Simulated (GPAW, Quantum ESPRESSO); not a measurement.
A Quantum ESPRESSO input for a self-consistent single point of Cu (Fm-3m, 1 atom in the cell) (DFT, PBE, plane waves, SSSP 1.1.2 precision (PBE) pseudopotentials):

```fortran
&control
 calculation = 'scf',
 prefix = 'scf',
 outdir = './out',
 pseudo_dir = './',
 verbosity = 'high',
 tprnfor = .true.,
 tstress = .true.,
/
&system
 ibrav = 2,
 celldm(1) = 6.827965992,
 nat = 1,
 ntyp = 1,
 ecutwfc = 75,
 occupations = 'smearing',
 smearing = 'fermi-dirac',
 degauss = 0.0099958,
/
&electrons
 conv_thr = 1.0d-10,
 mixing_beta = 0.3,
/
ATOMIC_SPECIES
Cu    63.5460  Cu_ONCV_PBE-1.0.oncvpsp.upf
ATOMIC_POSITIONS bohr
Cu    0.000000000    0.000000000    0.000000000
K_POINTS automatic
16 16 16  0 0 0
```

Problem. Give the GPAW input for the same structure, mesh, smearing and functional.

Solution. One input that does it (others would too):

```python
from ase import Atoms
from ase.units import GPa
from gpaw import GPAW

atoms = Atoms(['Cu'],
              cell=[[0.000000, 1.806602, 1.806602],
                    [1.806602, 0.000000, 1.806602],
                    [1.806602, 1.806602, 0.000000]],
              scaled_positions=[[0.000000, 0.000000, 0.000000]],
              pbc=True)

calc = GPAW(mode={'name': 'pw', 'ecut': 850},
            xc='PBE',
            kpts={'size': (16, 16, 16), 'gamma': True},
            occupations={'name': 'fermi-dirac', 'width': 0.136},
            nbands=-9,
            convergence={'forces': 0.001},
            symmetry={'symmorphic': False, 'tolerance': 0.0005},
            maxiter=120,
            txt='-')

atoms.calc = calc

energy = atoms.get_potential_energy()
print('Energy (eV):', round(energy, 6))
forces = atoms.get_forces()
print('Forces (eV/Ang):')
print(forces.round(5))
stress = atoms.get_stress()
print('Stress (GPa, Voigt):', (stress / GPa).round(4))
```

Basis, cutoffs, solver keys and any potentials are the target program's own. This input uses DFT PBE, plane waves, GPAW PAW datasets PBE (gpaw-data 1.0.1). Both were run: pressure -0.49 GPa in Quantum ESPRESSO and 3.16 in GPAW.

On GPAW: the starting cell comes from a database of computed structures (which also holds hypothetical and non-ambient phases and stackings), without a prior relaxation at this level. Its lattice was rescaled by a random factor within 2.5 % of one. Spin polarisation is off. With a pressure of about 3 GPa the cell is away from its equilibrium volume at this level.

On Quantum ESPRESSO: the starting cell comes from a database of computed structures (which also holds hypothetical and non-ambient phases and stackings), without a prior relaxation at this level. Its lattice was rescaled by a random factor within 2.5 % of one. Spin polarisation is off.
